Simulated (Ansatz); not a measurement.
AlP (F-43m), PBEsol, rigid bands in Ansatz (a program for electronic structure): band gap 1.45 eV, N_c = 1.71e19 cm⁻³ and N_v = 9.97e19 cm⁻³ at 300 K, conductivity masses of 0.333 mₑ (electrons) and 0.602 mₑ (holes). Take k_BT = 0.02585 eV.

Find the intrinsic carrier density and the intrinsic Fermi level.

n_i = √(N_c N_v) exp(−E_g/2k_BT) = 4.13e19 × exp(−28.04) = 2.7e7 cm⁻³. The level lies (k_BT/2) ln(N_v/N_c) = 23 meV from mid-gap (positive towards the conduction band). Each 0.1 eV added to the gap lowers n_i by a factor of 6.9.

What thermal injection velocity √(2k_BT/πm) limits a ballistic channel?

9.32e6 cm/s for electrons and 6.93e6 cm/s for holes, a ratio of √(m_h/m_e) = 1.34, for dilute carriers.

A film of it is 5 nm thick. Estimate the confinement energies in an infinite well.

ħ²π²/(2m t²) = 0.376 eV·nm²/(m/mₑ × t²) gives 45.2 meV for electrons and 25.0 meV for holes, so the gap would widen to about 1.52 eV. Finite barriers and nonparabolic bands lower this, and with several valleys or bands the heaviest mass along the normal sets the lowest level, not this average.

Rigid, parabolic bands with the computed gap; masses take one relaxation time for all states. Spin-orbit coupling is left out; where it splits the top of the valence band, N_v and the p-type Seebeck coefficient come out somewhat high without it.
